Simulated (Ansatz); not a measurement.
Al on the (0001) surface of wurtzite GaN (2x2 N adatom at H3; a constructed slab, bottom: 3 H on 4 bottom sites), one in a cell of 36 Å², energies for each. Energies are against an atom of fcc Al, without zero-point or thermal terms; each row is named by its start (#2, #3: further inequivalent places of a kind).

Host crystal: wurtzite GaN, with a band gap (PBE, scalar-relativistic without spin-orbit coupling).

All values below come from PBE (plane waves to 420 eV, PAW; Ansatz, a program for electronic structure).

Slab: 45 atoms, 13.4 Å thick at the start with caps and adatoms under the adsorbate (thin: gaps and levels are the slab's own); k 4x4x1, smearing 0.01 eV, dipole-corrected; 23 atoms held, the rest relaxed; each run with such symmetry as its start has; spin-polarised, no spin-orbit, no U, no dispersion correction.

A negative adsorption energy means that the adsorbate is more stable on the surface than in its reference. Starts that drift may end in the same place. Heights count from the host atoms within 0.3 Å of the top one. Moments of ungapped slabs depend on the mesh.

```json
[
 {"starting site": "top N", "E_ads (eV)": "0.00", "height (Å)": "1.82", "nearest host atom (Å)": "N 1.82", "bonded to": "N", "Δ work function (eV)": "-1.28", "lateral drift (Å)": "0.0", "moment (μB)": "0.1"},
 {"starting site": "over Ga at depth 1.1 Å", "E_ads (eV)": "0.00", "height (Å)": "1.82", "nearest host atom (Å)": "N 1.82", "bonded to": "N", "Δ work function (eV)": "-1.29", "lateral drift (Å)": "1.6", "moment (μB)": "0.1"},
 {"starting site": "over Ga at depth 1.1 Å #2", "E_ads (eV)": "0.00", "height (Å)": "1.82", "nearest host atom (Å)": "N 1.82", "bonded to": "N", "Δ work function (eV)": "-1.29", "lateral drift (Å)": "1.6", "moment (μB)": "0.1"},
 {"starting site": "hollow N-N-N over Ga at depth 1.8 Å", "E_ads (eV)": "2.00", "height (Å)": "1.27", "nearest host atom (Å)": "Ga 2.76", "bonded to": "Ga", "Δ work function (eV)": "–", "lateral drift (Å)": "0.0", "moment (μB)": "1.0"}
]
```
